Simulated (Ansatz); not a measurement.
# TiAl: response to strain

The reference is TiAl (space group P4/mmm, No. 123; relaxed with 0.1 eV smearing).

```xyz
2
Lattice="2.7662 0.0000 0.0000 0.0000 2.7662 0.0000 0.0000 0.0000 4.0021" Properties=species:S:1:pos:R:3 pbc="T T T"
Ti     0.0000     0.0000     0.0000
Al     1.3831     1.3831     2.0010
```

Cartesian axes are those of the cell as printed.

Strains are applied to the cell and any free atomic positions relax.

Method: Ansatz (an electronic-structure program) LDA, without spin-orbit coupling.

Notes on the quantities. energy relative to the base: free energy F.

```csv
uniaxial strain ε_zz (%),energy relative to the base (meV/atom)
-3,7.8
-2.5,5.4
-2,?
-1.5,1.9
-1,0.9
-0.5,0.2
0,0.0
```

### Question
Fit ΔE = Aε² + Bε³ (ε in %) to the rows shown and predict the withheld row.

### Answer
Least squares on the printed values gives A = 0.847 and B = -0.0065 meV/atom (largest residual 0.0 meV/atom); this predicts 3.4 meV/atom, and the run gives 3.5 meV/atom, in agreement.

Stability against distortions was not tested. The final runs are not spin-polarised.
